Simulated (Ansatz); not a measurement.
For fluorite PtAl2, LDA (Ansatz, a quantum-chemistry and plane-wave program, PAW) gives:

```
Property                                 Value
------------------------------  --------------
equilibrium lattice constant a         5.853 Å
bulk modulus                           145 GPa
cohesive energy                   5.95 eV/atom
elastic constant C11                   194 GPa
elastic constant C44                  48.7 GPa
Voigt–Reuss–Hill shear modulus        43.4 GPa
formation enthalpy              -0.908 eV/atom
```

Problem. What does r²SCAN in Ansatz (PAW) give for the same quantities?

Solution. 
- lattice constant a: 5.904 Å (goes up by 0.9 %)
- bulk modulus: 142 GPa (drops by 2.1 %)
- cohesive energy: 5.25 eV/atom (decreases by 0.70 eV/atom)
- elastic constant C11: 191 GPa (falls by 1.5 %)
- elastic constant C44: 50.2 GPa (rises by 3.1 %)
- Voigt–Reuss–Hill shear modulus: 44.4 GPa (goes up by 2.3 %)
- formation enthalpy: -0.965 eV/atom (moves by -0.057 eV/atom)

For comparison: lattice constant a 5.91 Å (measured, temperature not stated, copied from a table, unchecked, no zero-point or thermal correction; as tabulated in Crystal Structures 1, 239 (1963)).

Changes are worked out from the printed values.

Unless a cell is named, each level is at its own relaxed cell (LDA 16.71, r²SCAN 17.15 Å³/atom).

Levels without +SOC leave out spin–orbit coupling, which shifts energies and cells of such heavy elements.

The crystal itself was run without spin with r²SCAN; a magnetic state was not tried in these runs.

Ansatz's density-functional and Hartree–Fock values are scalar-relativistic unless marked +SOC, with PAW data made under PBE.
